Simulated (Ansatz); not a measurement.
## What Ba → Rb does to Ba

The reference is Ba in the bcc (W type) structure (space group Im-3m, No. 229; a = 5.069 Å).

The change: every Ba is replaced by Rb, then cell and atoms are relaxed.

Calculations: Ansatz (a first-principles code) r2SCAN, no spin-orbit coupling. Γ-centred 12×12×12 mesh, Fermi–Dirac width 0.05 eV, for the changed cell.

The volume per atom goes up by 29.984 Å³ (65.11 Å³ → 95.10 Å³) and the density falls by 2.01 g/cm³ (3.50 g/cm³ → 1.49 g/cm³). The lattice parameter a rises by 0.682 Å to 5.751 Å and the space group is still Im-3m (No. 229). The band gap is still zero.

Whether these cells are dynamically stable was not tested.
